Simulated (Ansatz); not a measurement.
End structure of the (11-22) surface of hcp Tl in its 1x1 cell, outermost plane spacing 1.51 Å in the ideal cut:

```
CELL_PARAMETERS angstrom
      6.19894     0.00000     0.00000
      0.00000     6.70285     0.00000
      0.00000     0.00000    27.00000
ATOMIC_POSITIONS crystal
  Tl 0.33760 0.81707 0.31343
  Tl 0.16240 0.31707 0.31343
  Tl 0.82816 0.94656 0.35574
  Tl 0.67184 0.44656 0.35574
  Tl 0.33051 0.10329 0.42201
  Tl 0.16949 0.60329 0.42201
  Tl 0.83016 0.23882 0.46806
  Tl 0.66984 0.73882 0.46806
  Tl 0.33016 0.40157 0.53194
  Tl 0.16984 0.90157 0.53194
  Tl 0.83051 0.53710 0.57799
  Tl 0.66949 0.03710 0.57799
  Tl 0.32816 0.69383 0.64426
  Tl 0.17184 0.19383 0.64426
  Tl 0.83760 0.82332 0.68657
  Tl 0.66240 0.32332 0.68657
```

Slab: 16 atoms, 10.6 Å thick at the start; k 6x6x1, smearing 0.1 eV, dipole-corrected; all atoms relaxed; held to the start's symmetry, so lower structures may exist; no spin, no spin-orbit, no U.

**Question.** Give the surface energy (mean of both faces) at the level PBE run with Ansatz (a quantum-chemistry and plane-wave program).

**Answer.** 0.28 J/m^2

**Question.** What work function of the top face does PBE give?

**Answer.** 3.51 eV
